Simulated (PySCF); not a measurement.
PySCF 2.14.0, unrestricted PBE/def2-svp, df: [c]1ccc[nH]1, charge 0, multiplicity 2, 9 atoms. The geometry is a generated start, not checked to be a minimum at this level.

| Quantity | Value |
|---|---|
| task | energy |
| method | pbe |
| basis | def2-svp |
| two-electron scheme | density fitting |
| mol.max_memory | 3000 MB |
| mf.max_cycle | 100 |
| mf.init_guess | minao (default) |
| mf.conv_tol | 1e-09 (default) |
| mf.grids.level | 3 (default) |
| basis functions | 90 |
| grid points | 109608 |

```xyz
9

C      0.4838    -1.2654     0.2619
C     -0.8281    -0.9902     0.0627
C     -0.8763     0.4116    -0.1746
C      0.3991     0.8985    -0.0956
N      1.2339    -0.1514     0.1744
H     -1.6528    -1.6708     0.0734
H     -1.7680     0.9723    -0.3753
H      0.7761     1.8951    -0.2157
H      2.2322    -0.0997     0.2888
```

Charge 0 and multiplicity 2 are set for this test and not shown to be the ground state.

With the defaults (mf.DIIS = CDIIS, mf.level_shift = 0, mf.diis = true, mf.diis_space = 8, mf.diis_damp = 0, mf.damp = 0, mf.diis_start_cycle = 1) it converges in 15 Fock builds. One run each on 2 threads, 1 BLAS thread, with these changes:
- mf.diis_damp = 0.3
- mf.diis_space = 12
- mf.DIIS = EDIIS
- mf.diis_space = 3
- mf.diis_space = 5
- mf.diis = false, mf.damp = 0.7, mf.diis_start_cycle = 999
- mf.diis = false
- mf.level_shift = 1 Hartree
- mf.diis_space = 20

Task: Which runs fail or end elsewhere than the default run?

Result: No convergence: mf.DIIS = EDIIS; mf.level_shift = 1 Hartree; mf.diis = false (the run ends without SCF convergence in 100 cycles). The rest reach the solution of the defaults.

```json
[
 {"setting": "the defaults", "Fock builds": "15", "end": "same solution"},
 {"setting": "mf.diis_space = 12", "Fock builds": "15", "end": "same solution"},
 {"setting": "mf.diis_damp = 0.3", "Fock builds": "15", "end": "same solution"},
 {"setting": "mf.diis_space = 20", "Fock builds": "15", "end": "same solution"},
 {"setting": "mf.diis_space = 5", "Fock builds": "17", "end": "same solution"},
 {"setting": "mf.diis = false, mf.damp = 0.7, mf.diis_start_cycle = 999", "Fock builds": "35", "end": "same solution"},
 {"setting": "mf.diis_space = 3", "Fock builds": "39", "end": "same solution"},
 {"setting": "mf.DIIS = EDIIS", "Fock builds": "101", "end": "no convergence"},
 {"setting": "mf.level_shift = 1 Hartree", "Fock builds": "101", "end": "no convergence"},
 {"setting": "mf.diis = false", "Fock builds": "101", "end": "no convergence"}
]
```
